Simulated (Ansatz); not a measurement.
## Band gap (eV)

Cell A: GaN (zinc blende, F-43m), 2 atoms in the cell, k-point mesh 14×14×14 on the run's own vectors. Conventional cell: a = 4.549 Å, b = 4.549 Å, c = 4.549 Å, α = 90.00°, β = 90.00°, γ = 90.00°.

Cell B: GaN (wurtzite, P6₃mc), 4 atoms in the cell, k-point mesh 12×12×8 on the run's own vectors. Conventional cell: a = 3.2186 Å, b = 3.2186 Å, c = 5.2435 Å, α = 90.00°, β = 90.00°, γ = 120.00°.

All numbers come from Ansatz (an electronic-structure program), plane waves with PAW, its PAW set soft_1, cutoff 420 eV, 500 eV for r2SCAN. The structures are at rest with PBE; other levels are single points on them. HSE06 runs on coarser k-point meshes, which give the PBE gaps of the finer ones within 0.03 eV. Neutral cells; Fermi-Dirac smearing of at most 0.05 eV in the solids, energies taken to zero width. The lattices are those relaxed with PBE, so at other levels the solids can be strained, which adds to the spread. Spin-orbit coupling is left out. A dispersion term ran beside these levels; it doesn't touch the electrons. Gaps are highest filled to lowest empty Kohn-Sham level on the run's k-point mesh, states of defects and surfaces included; edges off the mesh make the true gap smaller, and under 0.08 eV counts as none.

```csv
cell,PBE,r2SCAN,HSE06
A,1.54 (direct),1.94 (direct),[?]
B,1.71 (direct),2.12 (direct),2.94
```

Q: Fill in the missing entries.

A: 
- A, HSE06: 2.75
